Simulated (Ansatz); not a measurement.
**How far to go with the k-point mesh at a smearing width of 0.02 eV: VW (Cmm2, 2 atoms in the cell)**

```xyz
2
Lattice="1.5528 -2.2305 0.0000 1.5528 2.2305 0.0000 0.0000 0.0000 4.2928" Properties=species:S:1:pos:R:3 pbc="T T T"
V      0.0000     0.0000     0.0500
W      1.5528     0.0000     2.1464
```

Computed with PBEsol, default PAW files made with PBE (plane waves; Ansatz, an electronic-structure program).

Base settings: basis.ecutwfc = 420 eV; kpoints.mp_grid.grid = 13 13 8; hamiltonian.xc = pbesol; hamiltonian.pseudopotentials = {kind: paw} (the program's default PAW files); scf.occupations.method = gaussian; scf.occupations.width = 0.1 eV.

In this ladder: scf.occupations.width = 0.02 eV.

Only quantities that move along the ladder and can be compared are tabulated.

The count of work is k-points × plane waves × bands × iterations; it is no time. Core times come from one kind of shared machine, to one figure; runs under 30 s give none.

The starting cell comes from a database of computed structures (which also holds hypothetical and non-ambient phases and stackings), without a prior relaxation at this level. Its lattice was rescaled by up to half a per cent. One atom was moved a little off its site on purpose. Spin polarisation is off. In the base run, with a pressure of about -8 GPa the cell is away from its equilibrium volume at this level. Ansatz's pressure includes its estimate of the finite-basis (Pulay) stress.

```csv
kpoints.mp_grid.grid,free energy less the last step's (meV/atom),pressure (GPa),largest difference of a force vector from the last step's (eV/Å),count of work / last,core time / last (rough)
5 5 3,58.24,-9.44,0.076,0.0075,–
6 6 3,-6.77,-7.70,0.100,0.011,–
7 7 4,-8.95,-8.74,0.060,0.023,–
8 8 5,4.13,-8.41,0.011,0.026,–
10 10 6,-0.82,-8.64,0.034,0.051,–
12 12 7,-3.10,-8.51,0.009,0.071,–
14 14 9,3.15,-8.45,0.006,0.12,–
17 17 10,-0.07,-8.38,0.006,0.20,–
21 21 12,-0.45,-8.52,0.002,0.35,0.5
25 25 15,0.26,-8.46,0.004,0.56,0.7
30 30 18,0.00,-8.50,0.000,1.0,1
```

Coarsest kpoints.mp_grid.grid that holds the forces within 0.01 eV/Å of the last step, with all finer ones: 12 12 7, at 0.071 of the last step's count of work; the step before is off by 0.034 eV/Å.

Coarsest kpoints.mp_grid.grid that holds the free energy within 1 meV/atom of the last step, with all finer ones: 17 17 10, at 0.20 of the last step's count of work; the step before is off by 3.1 meV/atom.

Coarsest kpoints.mp_grid.grid that holds the pressure within 0.2 GPa of the last step, with all finer ones: 8 8 5, at 0.026 of the last step's count of work; the step before is off by 0.23 GPa.

Keys are those of Ansatz 0.2.
